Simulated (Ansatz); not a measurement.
Take SiC in the wurtzite structure (space group P6_3mc, No. 186; a = 3.092 Å, c = 5.074 Å) as the base.

Method: DFT with PBE, PAW potentials and a 420 eV plane-wave cutoff in Ansatz (a program for electronic structure), spin-orbit coupling left out, earlier PAW set.

One change was made to it. Results:

The electron mass becomes 0.26 mₑ along c, 0.44 mₑ across (at K) (base: 0.27 mₑ along c, 0.44 mₑ across (at K)); the smallest direct gap goes up by 0.01 eV, from 3.95 eV to 3.96 eV; the lattice parameter a shrinks by 0.007 Å (3.092 Å → 3.085 Å).

Question: Which of these changes matches the shifts?
(A) pressure 10 GPa
(B) pressure −2 GPa
(C) pressure −1 GPa
(D) pressure 1.5 GPa

Answer: D, pressure 1.5 GPa. For comparison, the electron mass in the other runs: pressure −2 GPa gives 0.27 mₑ along c, 0.44 mₑ across (at K); pressure −1 GPa gives 0.27 mₑ along c, 0.44 mₑ across (at K); pressure 10 GPa gives 0.26 mₑ along c, 0.43 mₑ across (at K).

Load acts through the strain it causes; cell and atoms are relaxed under it. Masses are band curvatures over ±0.01 Å⁻¹ around the edge. Stability against distortions was not tested. No other phases were tried under pressure.
